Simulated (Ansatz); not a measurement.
System: spinel FeAl2O4. Method: rVV10 (PAW; Ansatz, a quantum-chemistry and plane-wave program).

Numerical settings: plane-wave cutoff 520 eV, 12×12×12 k mesh, Fermi–Dirac smearing 0.05 eV, spin-polarised with parallel moments, scalar-relativistic PAW data made under PBE.

Pressure at four volumes; x = ln(V/9.948 Å³). One pressure is withheld.

```csv
V (Å³/atom),x,P (GPa)
9.550,-0.0408,8.37
9.948,0.0000,0.00
10.147,0.0198,-3.58
10.346,0.0392,?
```

### Question
Pass a parabola P(x) through the three rows shown, estimate the bulk modulus and its pressure derivative near zero pressure, and predict the withheld pressure.

### Answer
Slopes between the rows: (0.00 − (8.37))/(0.0000 − (-0.0408)) = -205.15 and (-3.58 − (0.00))/(0.0198 − (0.0000)) = -180.81 GPa. Their difference over the span 0.0606 is c = 24.34/0.0606 = 401.7 GPa, so P(x) = 8.37 + (-205.15)(x − (-0.0408)) + 401.7 (x − (-0.0408))(x − (0.0000)). At the middle row B = −dP/dx = −[-205.15 + 401.7 × 0.0408] = 188.8 GPa, and B′ = dB/dP = 2c/B = 4.3. At x = 0.0392 the parabola gives -6.78 GPa; the run gives -6.81 GPa. The Birch–Murnaghan fit to the energies at all volumes has B0 = 188 GPa and B′ = 4.2.

Note: the magnetic order was assumed, not searched for or taken from measurement; functionals without U or exact exchange can leave correlated insulators metallic, so the missing gap need not be real.
